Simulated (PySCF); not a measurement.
PySCF 2.14.0, PBE0/def2-svp, df: all-trans C9H20 (CCCCCCCCC), 29 atoms. The geometry is a generated start, not checked to be a minimum at this level.

```python
import time
import numpy
from pyscf import lib
from pyscf import gto, scf, dft, mp, cc, sgx
lib.logger.TIMER_LEVEL = 4
t0 = time.perf_counter()

mol = gto.M(
    atom='''
C     -5.08000000     0.35517000     0.00000000
C     -3.81000000    -0.50483000     0.00000000
C     -2.54000000     0.35517000     0.00000000
C     -1.27000000    -0.50483000     0.00000000
C      0.00000000     0.35517000     0.00000000
C      1.27000000    -0.50483000     0.00000000
C      2.54000000     0.35517000     0.00000000
C      3.81000000    -0.50483000     0.00000000
C      5.08000000     0.35517000     0.00000000
H     -5.08000000     0.98517000     0.88500000
H     -5.08000000     0.98517000    -0.88500000
H     -3.81000000    -1.13483000     0.88500000
H     -3.81000000    -1.13483000    -0.88500000
H     -2.54000000     0.98517000     0.88500000
H     -2.54000000     0.98517000    -0.88500000
H     -1.27000000    -1.13483000     0.88500000
H     -1.27000000    -1.13483000    -0.88500000
H      0.00000000     0.98517000     0.88500000
H      0.00000000     0.98517000    -0.88500000
H      1.27000000    -1.13483000     0.88500000
H      1.27000000    -1.13483000    -0.88500000
H      2.54000000     0.98517000     0.88500000
H      2.54000000     0.98517000    -0.88500000
H      3.81000000    -1.13483000     0.88500000
H      3.81000000    -1.13483000    -0.88500000
H      5.08000000     0.98517000     0.88500000
H      5.08000000     0.98517000    -0.88500000
H     -5.98000000    -0.26483000     0.00000000
H      5.98000000    -0.26483000     0.00000000
''',
    basis='def2-svp',
    max_memory=3000,
    verbose=4,
)
mf = dft.RKS(mol, xc='pbe0')
mf = mf.density_fit()
mf.chkfile = None
mf.kernel()
print('SCF converged:', mf.converged)
print('E(SCF) = %.10f' % mf.e_tot)
print('basis functions:', mol.nao_nr())
print('integrals held in memory:', getattr(mf, '_eri', None) is not None)
t1 = time.perf_counter()
print('wall of the SCF part: %.3f s' % (t1 - t0))
print('run ended')
```

```bash
OMP_NUM_THREADS=32 python -u run.py
```

The program reports basis functions: 226, grid points: 323224.

Hardware: Arm Neoverse V2, 96 cores on 1 socket, no SMT, 1 L3 cache group.

On 32 threads, 32 BLAS threads this takes 10.0 s. Each time is the median wall time of two to five repeats, run one at a time on the otherwise empty machine; start-up is included. Unless noted, each process is bound to its own block of adjacent cores. The times hold for this build (PyPI wheel: OpenMP (GNU), a bundled serial OpenBLAS 0.3.3 under its C layer, NumPy's threaded OpenBLAS held to generic ARMv8 kernels, libcint, Libxc). Scratch files lie in a memory file system. This build's BLAS runs threads of its own beside OpenMP's, on the same cores; «BLAS threads» counts them.

Problem. Make this run faster without changing its result beyond 1.0 meV/atom in energy. Keep to 32 cores.

Solution. One answer among several that fit: going from 32 threads, 32 BLAS threads to 32 threads, 4 BLAS threads, one of the fastest among the values tried that keep the result.

```diff
-OMP_NUM_THREADS=32 python -u run.py
+OMP_NUM_THREADS=32 OPENBLAS_NUM_THREADS=4 python -u run.py
```

Time: 10.0 s to 6.0 s (1.7× as fast). The largest move is in the rest of the SCF (diagonalisation, DIIS, set-up): 2.7 s to 0.17 s. The slower run has 32 BLAS threads beside the program's own on the same cores, and burns 2.3 times the CPU time. These two results differ by: energy equal as printed. Others tried: 32 threads, 1 BLAS thread (6.2 s). Repeats scatter by up to 8 %. 2 planned settings were not run, for want of time.
